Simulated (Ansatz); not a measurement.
Cubic perovskite CsPbBr3 (cubic high-temperature phase) was calculated with revPBE (Ansatz, a program for electronic structure, plane waves, PAW).

Numerical settings: plane-wave cutoff 520 eV, 6×6×6 k mesh, Fermi–Dirac smearing 0.01 eV, scalar-relativistic PAW data made under PBE.

Equation-of-state points:

```tsv
V (Å³/atom)	E − E_lowest (meV/atom)	P (GPa)
42.871	9.08	1.128
43.783	3.88	0.708
44.695	0.93	0.334
45.607	0.00	0.000
46.519	0.87	-0.298
47.432	3.34	-0.565
48.344	7.24	-0.802
```

Estimate the bulk modulus and its pressure derivative from these points.

V0 = 45.607 Å³/atom, B0 = 15.8 GPa, B′ = 4.7 (fit to the energies at full precision).

Note: the cell is over a tenth larger than the published one: the level's own overestimate first of all, though another phase or state, or a fault of the published cell, is possible; the relaxation could not lower the start's symmetry, so the cell can be a saddle point above a distorted one.

Spin–orbit coupling is not included; it can shift volumes and moduli of such heavy elements.

Static lattice: no zero-point or thermal effects.
